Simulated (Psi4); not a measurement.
Psi4 1.11, WB97X/def2-svp: Si(OH)(OMe)(OEt)(NH2) (CCO[Si](N)(O)OC), 19 atoms. The geometry is a generated start, not checked to be a minimum at this level.

```yaml
task: energy
method: wb97x
basis: def2-svp
memory: 3 GB
maxiter: 100
keys_of_the_molecule_block: symmetry c1
scf_type: df (default)
diis_max_vecs: 10 (default)
e_convergence: 1e-06 (default)
d_convergence: 1e-06 (default)
dft_radial_points: 75 (default)
dft_spherical_points: 302 (default)
basis_functions: 171
grid_points: 403176
```

```xyz
19

C     -3.0015    -0.4040     0.0763
C     -1.5448    -0.3460     0.5122
O     -0.7299    -0.1439    -0.6119
Si     0.8944    -0.0570    -0.6754
N      1.1469     0.2239    -2.3547
O      1.6305    -1.4393    -0.1991
O      1.5177     1.1303     0.2508
C      2.0984     1.0100     1.5240
H     -3.6421    -0.5600     0.9406
H     -3.2790     0.5274    -0.4101
H     -3.1462    -1.2177    -0.6289
H     -1.2628    -1.2814     1.0128
H     -1.3977     0.4760     1.2240
H      0.3910     0.6798    -2.8355
H      2.0174     0.6412    -2.6319
H      1.5544    -2.2033    -0.7659
H      2.8673     0.2362     1.5242
H      1.3434     0.7530     2.2724
H      2.5427     1.9746     1.7761
```

With the defaults (diis = true, scf_initial_accelerator = adiis, damping_percentage = 0, guess = auto, which took SAD, soscf = false, soscf_start_convergence = 0.01, level_shift = 0, level_shift_cutoff = 0.01) it converges in 9 SCF iterations. One run each on 2 threads, with these changes:
- soscf = true, soscf_start_convergence = 0.1
- guess = gwh
- soscf = true
- damping_percentage = 20
- level_shift = 0.5, level_shift_cutoff = 0.001
- diis = false, scf_initial_accelerator = none, damping_percentage = 60
- guess = core
- guess = sapgau
- scf_initial_accelerator = none

**Question.** Which of these changes keep the SCF from converging, or lead it to another solution?

**Answer.** No convergence: diis = false, scf_initial_accelerator = none, damping_percentage = 60 (the run ends without SCF convergence in 100 iterations). The rest reach the solution of the defaults.

```
setting                                                                SCF iterations  JK calls             end
---------------------------------------------------------------------  --------------  --------  --------------
soscf = true                                                                        5        16   same solution
soscf = true, soscf_start_convergence = 0.1                                         5        16   same solution
the defaults                                                                        9        10   same solution
guess = sapgau                                                                      9         9   same solution
scf_initial_accelerator = none                                                      9        10   same solution
level_shift = 0.5, level_shift_cutoff = 0.001                                       9        10   same solution
guess = gwh                                                                        14        14   same solution
guess = core                                                                       15        15   same solution
damping_percentage = 20                                                            18        19   same solution
diis = false, scf_initial_accelerator = none, damping_percentage = 60             100       101  no convergence
```

An SOSCF iteration holds several JK calls; a Hückel guess adds calls on atoms.
